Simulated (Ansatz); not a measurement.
For corundum Ga2O3 (metastable phase), PBE-D4 in Ansatz (PAW) gives:

equilibrium lattice constant a: 5.021 Å
lattice parameter c: 13.490 Å

### Question
What does HSE06 (Ansatz, a first-principles code, PAW) give for the same quantities?

### Answer

- lattice constant a: 4.981 Å (shrinks by 0.8 %)
- lattice parameter c: 13.443 Å (falls by 0.3 %)

For comparison: lattice constant a 4.982 Å (measured, temperature not stated, not corrected to a static lattice; as tabulated in Marezio, Remeika, J. Chem. Phys. 46, 1862 (1967) (COD 1538347)); lattice parameter c 13.433 Å (measured, temperature not stated, no zero-point or thermal correction; as tabulated in Marezio, Remeika, J. Chem. Phys. 46, 1862 (1967) (COD 1538347)).

Changes are worked out from the printed values.

Unless a cell is named, each level is at its own relaxed cell (PBE-D4 9.82, HSE06 9.63 Å³/atom).

Ansatz's density-functional and Hartree–Fock values are scalar-relativistic unless marked +SOC, with PAW data made under PBE.
